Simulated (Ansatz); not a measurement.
Spacing of the highest filled and lowest empty level at the zone centre in eight small model glasses of hand-chosen composition and density, fast-quenched (anions pushed apart in CHGNet runs), each at its PBE geometry, by PBE and by HSE06 (Ansatz, an electronic-structure program, plane waves, PAW). The cells are the first eight to finish that balance their formal charges, show no moments and no lower geometry on charging where those were tested, and have a gap at both levels; defect levels can set the spacings, and exact exchange is cut at the cells' faces.

```csv
cell,quench by,pressure (GPa),levels at the gap,PBE (eV),"experiment, tabulated (eV)"
In9Ga9Zn9O37Ba,CHGNet,2.5,localised at the filled edge,0.82,-
In24O37Ca,CHGNet,0.6,localised at the filled edge,0.32,-
In24O38Ge,CHGNet,2.0,localised at the filled edge,0.44,-
Zr20O43W,CHGNet,-2.4,localised at both edges,2.39,-
Si24O51Ga2,CHGNet,3.5,spread,4.59,-
Al28O47Ta2,CHGNet,1.3,localised at the filled edge,3.13,-
Si30N44Ti3,CHGNet,0.1,localised at both edges,1.66,-
Si24O50Zr,CHGNet,2.4,localised at both edges,4.94,-
```

What does HSE06 give, and how does it move these values against PBE?

In9Ga9Zn9O37Ba 2.39, In24O37Ca 1.65, In24O38Ge 1.86, Zr20O43W 3.68, Si24O51Ga2 6.46, Al28O47Ta2 4.75, Si30N44Ti3 2.90, Si24O50Zr 6.74 eV. It raises them by +1.24 to +1.87 eV, +1.51 eV on average. A straight line through the eight gives HSE06 = 1.10 × PBE +1.29 eV, with a scatter of 0.14 eV.
